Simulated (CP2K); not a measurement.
Worked example: self-consistent single point of Cl2 (Cmce, 4 atoms in the cell) in CP2K.

Method: PBEsol, GPW, DZVP-MOLOPT-SR-GTH basis, GTH-PBE potentials (GTH_POTENTIALS) (CP2K).

```
Cl2
1.0
    3.82110     0.00000     0.00000
    1.64818     3.44736     0.00000
    0.00000     0.00000     8.32090
Cl
4
Direct
  0.88548   0.11452   0.60475
  0.11452   0.88548   0.39525
  0.61452   0.38548   0.10475
  0.38548   0.61452   0.89525
```

Reference input (self-consistent single point, DFT PBE, GPW, DZVP-MOLOPT-SR-GTH basis, GTH-PBE potentials (GTH_POTENTIALS)): CUTOFF = 400 Ry; REL_CUTOFF = 50 Ry; SMEAR/METHOD = FERMI_DIRAC; ELECTRONIC_TEMPERATURE = 580.23 K; KPOINTS/SCHEME = MACDONALD 9 9 4 0 0 0.125; XC_FUNCTIONAL = PBE; Cl/BASIS_SET = DZVP-MOLOPT-SR-GTH; Cl/POTENTIAL = GTH-PBE-q7; METHOD = GPW; EPS_DEFAULT = 1e-10; NGRIDS = 5; SCF_GUESS = ATOMIC. This run's input differs from it in these lines:

```diff
@@ -42,3 +42,6 @@
     &XC
-      &XC_FUNCTIONAL PBE
+      &XC_FUNCTIONAL
+        &PBE
+          PARAMETRIZATION PBESOL
+        &END PBE
       &END XC_FUNCTIONAL
```

Log, with long lists cut:

```
 SCF WAVEFUNCTION OPTIMIZATION

  Step     Update method      Time    Convergence         Total energy    Change
     1 NoMix/Diag. 0.20E+00      -     0.66184209       -59.9243483284 -5.99E+01
     2 Broy./Diag. 0.20E+00      -     0.00579417       -59.8400256317  8.43E-02
     3 Broy./Diag. 0.20E+00      -     0.01869997       -59.7429040706  9.71E-02
     4 Broy./Diag. 0.20E+00      -     0.00270296       -59.6700386901  7.29E-02
     5 Broy./Diag. 0.20E+00      -     0.00184727       -59.6901863322 -2.01E-02
     6 Broy./Diag. 0.20E+00      -     0.00019343       -59.6984744644 -8.29E-03
   [... 4 lines left out ...]
    11 Broy./Diag. 0.20E+00      -     0.00000162       -59.6960706047 -5.39E-05
    12 Broy./Diag. 0.20E+00      -     0.00000110       -59.6960418391  2.88E-05
    13 Broy./Diag. 0.20E+00      -     0.00000048       -59.6960141501  2.77E-05
    14 Broy./Diag. 0.20E+00      -     0.00000009       -59.6960099730  4.18E-06
  *** SCF run converged in    14 steps ***

  Overlap energy of the core charge distribution:               0.00000000304247
  Self energy of the core charge distribution:               -134.85507118946373
  Core Hamiltonian energy:                                     30.82629472999448
  Hartree energy:                                              55.73558013629439
  Exchange-correlation energy:                                -11.40281365290715
  Electronic entropic energy:                                  -0.00000000000207
  Fermi energy:                                                 0.04705928532020

  Total energy:                                               -59.69600997304158
  Total energy (extrapolated to T->0):                        -59.69600997304055

                     Mulliken Population Analysis

   [... lines left out ...]

 STRESS| Analytical stress tensor [bar]
 STRESS|                        x                   y                   z
 STRESS|      x        1.93019725712E+03  -2.93280778304E+03   1.24193654908E-02
 STRESS|      y       -2.93280778304E+03   4.73456731279E+03  -1.97034830154E-02
 STRESS|      z        1.24193654908E-02  -1.97034830154E-02   2.99855098983E+04
 STRESS| 1/3 Trace                                             1.22167581561E+04
```

The run converged in 14 iterations. Against the reference run the pressure goes from 2.72 to 1.22 GPa, the largest force goes from 0.938 to 0.903 eV/Å and the gap on the mesh goes from 2.252 to 2.179 eV.

The starting cell comes from a database of computed structures (which also holds hypothetical and non-ambient phases and stackings), without a prior relaxation at this level. Its lattice was rescaled by a random factor within 2.5 % of one. Values carry the incompleteness of an atom-centred basis. The potentials were made for another functional than the one used.
